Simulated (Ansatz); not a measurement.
Where the default PAW files enter, the runs use the earlier of Ansatz's two default sets.

By LDA and PBEsol, the system below comes out a metal.

```xyz
1
Lattice="4.6918 0.0000 0.0000 -2.3459 4.0633 0.0000 2.3459 1.3544 0.9577" Properties=species:S:1:pos:R:3 pbc="T T T"
Nb     0.0000     0.0000     0.0000
```

Space group of this cell: Im-3m, bcc (W type). The cell is taken as given; by PBEsol its mean pressure is -7.0 GPa.

The current runs along the normal of the first two printed vectors, the (111) plane. All runs by Ansatz (a first-principles code), plane waves and PAW, without spin-orbit coupling; the base is PBEsol.

| run | mean pressure (GPa) | G/A, both spins (10¹⁵ S/m²) |
|---|---|---|
| base | -7.0 | 1.86 |
| all lengths scaled by 0.98 | 3.6 | ? |
| all lengths scaled by 1.02 | -15.3 | 1.76 |
| lda in place of pbesol | -10.9 | 1.87 |
| lengths across the current scaled by 0.98, ions clamped | -0.2 | ? |
| lengths along the current scaled by 1.03, ions clamped | -11.3 | 1.87 |

Task: Fill in the missing entries.

Result: 
- all lengths scaled by 0.98, G/A, both spins (10¹⁵ S/m²): 1.95
- lengths across the current scaled by 0.98, ions clamped, G/A, both spins (10¹⁵ S/m²): 1.97
